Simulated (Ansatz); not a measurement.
The starting structures come from a database of crystals and need not be the phases stable at ambient conditions.

 Where the default PAW files enter, the runs use the earlier of Ansatz's two default sets.

The decay constant κ of evanescent states in the gap governs leakage through a thin film.

Input:

```yaml
crystal:
  lattice:
    - [5.66237, 0.00000, 0.00000]
    - [2.83118, 6.29569, 0.00000]
    - [2.83118, -1.27319, 2.52875]
  atoms:
    - { symbol: Zn, position: [0.00000, 0.00000, 0.00000] }
    - { symbol: Sn, position: [0.00000, 0.50000, 0.50000] }
    - { symbol: P, position: [0.77294, 0.22706, 0.72706] }
    - { symbol: P, position: [0.72706, 0.77294, 0.27294] }
```

Space group of this cell: P-4m2. The cell is taken as given.

Transport runs along the normal of the first two printed cell vectors, the (111) plane of the conventional cell.

The gap is the functional's own, uncorrected, and κ follows it; spin-orbit coupling is left out. Mid-gap values are interpolated between the computed energies.

State the band gap and the smallest decay constant κ at mid-gap according to r2SCAN in Ansatz (a program for electronic structure).

Gap 0.87 eV on a 12×12×12 mesh; κ = 0.073 1/Å, at the zone centre.
